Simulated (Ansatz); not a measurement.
The parent structure is PbS in the rock salt structure (space group Fm-3m, No. 225).

```
PbS
1.0
    0.00000     2.95134     2.95134
    2.95134     0.00000     2.95134
    2.95134     2.95134     0.00000
S Pb
1 1
Direct
  0.00000   0.00000   0.00000
  0.50000   0.50000   0.50000
```

Level of theory: PBEsol (Ansatz, an electronic-structure program; PAW; 420 eV plane waves; no SOC).

One change was made to it. Results:

```csv
quantity,base,after
width of the top valence band,3.58 eV,3.62 eV
gap character,direct at L,direct at L
```

Name the change that was made.
(A) pressure −1 GPa
(B) pressure −2 GPa
(C) pressure 1.5 GPa
(D) pressure 0.3 GPa

D, pressure 0.3 GPa. For comparison, the width of the top valence band in the other runs: pressure −2 GPa gives 3.30 eV; pressure 1.5 GPa gives 3.78 eV; pressure −1 GPa gives 3.45 eV.

Spin-orbit coupling, missing from the scalar runs, can matter with Pb. Load acts through the strain it causes; cell and atoms are relaxed under it. Stability against distortions was not tested.
